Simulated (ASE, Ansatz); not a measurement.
One thermal frame of composition Al13Cu3, cell Al52Cu12, first heated far above this temperature, then brought to it [in the CHGNet run: it was liquid; mean temperature 1001 K (target 1020 K); density 3.15 g/cm³, volume +5 % from the start cell's], 1020 K, computed in Ansatz (plane waves, PAW) at several levels on the same positions and k-sampling (one point, (1/4, 1/4, 1/4)); no spin polarisation or spin-orbit coupling.

The frame comes from MD with CHGNet (ASE). The base level is PBE (cutoff 420 eV), whose static pressure on this k-sampling is -0.3 GPa. On the run's last frame a denser k-mesh moved the forces by 0.069 eV/Å rms, the static pressure by 0.00 GPa and the free energy by 10 meV/atom, which is about how far such values are converged. That check is the base level's. Differences between levels on one k-sampling err less than the absolute values. Cutoffs of the other levels: 500 eV for r2SCAN, the files' default (420 eV for most) otherwise. Volume per atom 17.83 Å³.

```csv
level,static pressure less the base's (GPa),rms force change from the base (eV/Å),cost
PBE,0,0,(base)
r2SCAN,[?],0.05,about 2.1 core-minutes (a rough figure)
PBEsol,[?],0.05,very roughly 24 core-seconds
LDA,[?],0.11,around 24 core-seconds (rough)
```

Task: What belongs in the gaps?

Result: 
- r2SCAN, static pressure less the base's (GPa): -2.2
- PBEsol, static pressure less the base's (GPa): -2.0
- LDA, static pressure less the base's (GPa): -3.9

Ansatz is a first-principles code.
